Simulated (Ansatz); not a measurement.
Migration barriers: interstitial Zn in zinc-blende GaN, charge state +2

Consider interstitial Zn in zinc-blende GaN, charge state +2. All values below come from PBE, PAW (plane waves to 420 eV; Ansatz, a first-principles code).

Cell of 64 host sites held at the relaxed PBE lattice; one k-point at (0.250, 0.250, 0.250); Fermi-Dirac width 0.01 eV, spin-restricted; finite-size errors left in. No zero-point or tunnelling terms. The host's phase is taken as given; its stability against other phases was not computed. The charge state is imposed; whether it is stable for some Fermi level was not computed. Sites that were not tried may lie lower.

Barriers: single points on a 2×2×2 k-point mesh shifted by half a step at the bands' geometries.

```json
[
 {"Route": "Zn moves alone to another site", "Start site over the lowest site run (eV)": "0.00", "Hop (Å)": "3.21", "Forward barrier (eV)": "1.45", "Backward barrier (eV)": "1.45", "Neighbours at the start": "6 Ga at 2.47; 4 N at 1.99 Å", "Neighbours at the saddle": "3 Ga at 2.23, Ga at 2.45; N at 2.05, N at 2.06, N at 2.08, N at 2.50, N at 2.51, N at 2.53 Å", "Saddle order": "first order", "Forward, on the band's own sampling (eV)": "1.44"}
]
```

Paths come from climbing-image nudged elastic band runs.
